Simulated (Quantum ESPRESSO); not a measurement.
Input and output of a self-consistent single point for TaN (Fm-3m, 2 atoms in the cell) (Quantum ESPRESSO).

Method of the run: PBE+U, PseudoDojo standard norm-conserving (PBE) pseudopotentials (plane waves; Quantum ESPRESSO 7.5).

```
TaN
1.0
   -2.21132     0.00000     2.21132
    0.00000     2.21132     2.21132
   -2.21132     2.21132     0.00000
Ta N
1 1
Cartesian
 -2.21132   2.21132   2.21132
  0.00000   0.00000   0.00000
```

Reference input (self-consistent single point, DFT, PBE, plane waves, PseudoDojo standard norm-conserving (PBE) pseudopotentials): ecutwfc = 85 Ry; occupations = smearing; smearing = gauss; degauss = 0.0147 Ry; potentials = {Ta: Ta.upf, N: N.upf}; K_POINTS = automatic 9 9 9 0 0 0; conv_thr = 1e-10 Ry; mixing_beta = 0.3. This run's input differs from it in these lines:

```diff
@@ -30,2 +30,4 @@
 9 9 9  0 0 0
+HUBBARD {ortho-atomic}
+U Ta-5d 2
```

Log, with long lists cut:

```
     Self-consistent Calculation

     iteration #  1     ecut=    85.00 Ry     beta= 0.30

     =================== HUBBARD OCCUPATIONS ===================
     ------------------------ ATOM    1 ------------------------
     Tr[ns(  1)] =   3.22682
     eigenvalues:
       0.227  0.227  0.386  0.386  0.386

     Number of occupied Hubbard levels =    3.2268

     total energy              =    -150.81401652 Ry
     estimated scf accuracy    <       0.53668424 Ry

     iteration #  2     ecut=    85.00 Ry     beta= 0.30

     total energy              =    -150.90754426 Ry
     estimated scf accuracy    <       0.01073003 Ry

     iteration #  3     ecut=    85.00 Ry     beta= 0.30

     total energy              =    -150.90979692 Ry
     estimated scf accuracy    <       0.00534518 Ry

   [... 13 blocks of this kind left out ...]

     iteration # 17     ecut=    85.00 Ry     beta= 0.30

     total energy              =    -150.91036457 Ry
     estimated scf accuracy    <          1.3E-09 Ry

     iteration # 18     ecut=    85.00 Ry     beta= 0.30
     End of self-consistent calculation

     =================== HUBBARD OCCUPATIONS ===================
     ------------------------ ATOM    1 ------------------------
     Tr[ns(  1)] =   3.76676
     eigenvalues:
       0.297  0.297  0.430  0.430  0.430

     Number of occupied Hubbard levels =    3.7668

     the Fermi energy is    21.1665 ev

!    total energy              =    -150.91036457 Ry
     estimated scf accuracy    <          2.8E-12 Ry
     smearing contrib. (-TS)   =      -0.00131497 Ry
     internal energy E=F+TS    =    -150.90904960 Ry

     Hubbard energy            =       0.16944513 Ry

     convergence has been achieved in  18 iterations

     Forces acting on atoms (cartesian axes, Ry/au):

     atom    1 type  1   force =     0.00000000    0.00000000    0.00000000
     atom    2 type  2   force =     0.00000000   -0.00000000    0.00000000

     Total force =     0.000000     Total SCF correction =     0.000000

          total   stress  (Ry/bohr**3)                   (kbar)     P=        2.42
   0.00001646   0.00000000   0.00000000            2.42        0.00        0.00
   0.00000000   0.00001646  -0.00000000            0.00        2.42       -0.00
   0.00000000  -0.00000000   0.00001646            0.00       -0.00        2.42

   JOB DONE.
```

The run converged in 18 iterations. Against the reference run the pressure goes from -1.48 to 0.24 GPa.

The starting cell comes from a database of computed structures (which also holds hypothetical and non-ambient phases and stackings), without a prior relaxation at this level. Spin polarisation is off. The U value is a test value, and with U on an open shell several self-consistent states can exist.
